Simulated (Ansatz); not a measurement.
Take ZnO in the wurtzite structure (space group P6_3mc, No. 186; a = 3.235 Å, c = 5.211 Å) as the base.

Structures relaxed with Ansatz (a first-principles code) r2SCAN, scalar-relativistic without spin-orbit coupling, earlier PAW set.

Base:

Simulated powder pattern, Cu Kα1, λ = 1.54056 Å (kinematic, ideal powder, no thermal factors, no anomalous dispersion; the 10 strongest lines at most, above 2 %, up to 2θ = 90°):

| 2θ (°) | I/Imax (%) | hkl |
|---|---|---|
| 31.91 | 51 | (100) |
| 34.39 | 39 | (002) |
| 36.38 | 100 | (101) |
| 47.62 | 23 | (102) |
| 56.87 | 35 | (110) |
| 62.90 | 33 | (103) |
| 66.71 | 5.0 | (200) |
| 68.18 | 28 | (112) |
| 69.41 | 15 | (201) |
| 89.88 | 12 | (203) |

One thing is altered: an isotropic linear strain of −2.94 %; the atoms relax in the strained cell.

After the change:

Simulated powder pattern, Cu Kα1, λ = 1.54056 Å (kinematic, ideal powder, no thermal factors, no anomalous dispersion; the 10 strongest lines at most, above 2 %, up to 2θ = 90°):

```
2θ (°)  I/Imax (%)    hkl
------  ----------  -----
32.91           51  (100)
35.47           39  (002)
37.52          100  (101)
49.16           22  (102)
58.76           34  (110)
65.03           32  (103)
69.01          4.9  (200)
70.54           28  (112)
71.83           14  (201)
80.06          4.7  (202)
```

The indices refer to the base's conventional cell; one index is shown for lines that coincide.

Stability against distortions was not tested.
